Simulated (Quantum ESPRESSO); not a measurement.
Parameter sweep on RbLuS₂ (R-3m, 4 atoms in the cell)

```
CELL_PARAMETERS angstrom
      1.96018     1.13171     7.47792
     -1.96018     1.13171     7.47792
      0.00000    -2.26342     7.47792
ATOMIC_POSITIONS crystal
  Lu 0.50000 0.50000 0.50000
  S  0.23030 0.23030 0.23030
  S  0.76970 0.76970 0.76970
  Rb 0.00000 0.00000 0.00000
```

Base run A: PBEsol, PseudoDojo standard norm-conserving (PBESOL) pseudopotentials (Quantum ESPRESSO 7.5), self-consistent single point.

Its settings: ecutwfc = 100 Ry; occupations = smearing; smearing = cold; degauss = 0.0073499 Ry; potentials = {Lu: Lu.upf, S: S.upf, Rb: Rb.upf}; K_POINTS = automatic 5 5 5 0 0 0; conv_thr = 1e-10 Ry; mixing_beta = 0.7.

The starting cell comes from a database of published, mostly measured structures (it also holds non-ambient and calculated ones), without a prior relaxation at this level. Its lattice was rescaled by a random factor within 2.5 % of one. Spin-orbit coupling is off.

A dash stands where there is no value to compare (another energy zero or no entropy term, no result, no spin, no clean gap, or a mesh too coarse for one). 

```csv
run,change,pressure (GPa),largest force (eV/Å),gap on the mesh (eV),dispersion energy (eV/atom)
A,base,0.86,0.061,2.151,–
B,vdw_corr: default → grimme-d3; dftd3_version: default → 3; dftd3_threebody: default → false [PBEsol-D3(0)],-0.11,0.016,2.151,-0.227
C,vdw_corr: default → grimme-d3; dftd3_version: default → 4; dftd3_threebody: default → false [PBEsol-D3(BJ)],-1.22,0.058,2.151,-0.314
D,vdw_corr: default → grimme-d3; dftd3_version: default → 4; dftd3_threebody: default → true [PBEsol-D3(BJ) with three-body term],-0.99,0.057,2.151,-0.295
```

Run C against A: The pressure goes from 0.86 to -1.22 GPa, the largest force moves little (0.061 to 0.058 eV/Å) and the gap on the mesh stays at 2.151 eV.

Run B against A: The pressure goes from 0.86 to -0.11 GPa, the largest force goes from 0.061 to 0.016 eV/Å and the gap on the mesh stays at 2.151 eV.

Run D against A: The pressure goes from 0.86 to -0.99 GPa, the largest force moves little (0.061 to 0.057 eV/Å) and the gap on the mesh stays at 2.151 eV.

Left out of this page: 1 run of the series held back from this collection.
